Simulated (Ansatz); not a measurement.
```xyz
2
Lattice="0.0000 2.7839 2.7839 2.7839 0.0000 2.7839 2.7839 2.7839 0.0000" Properties=species:S:1:pos:R:3 pbc="T T T"
Se     1.3919     1.3919     1.3919
Zn     0.0000     0.0000     0.0000
```

Dynamical quadrupoles are not included in the interpolation of the phonons between the solved wave vectors.

Task: By how much do the lattice constants and the volume change from 300 K to 925 K (the quasi-harmonic free energy, LDA in Ansatz, a first-principles code), and how far does the bulk modulus soften?

Result: a by 0.53 %, the volume by 1.60 %; B_T goes from 67.9 to 60.3 GPa. Whether this phase is the stable one at each condition was not tested.

The PAW data sets were generated under PBE and serve the other functionals too.
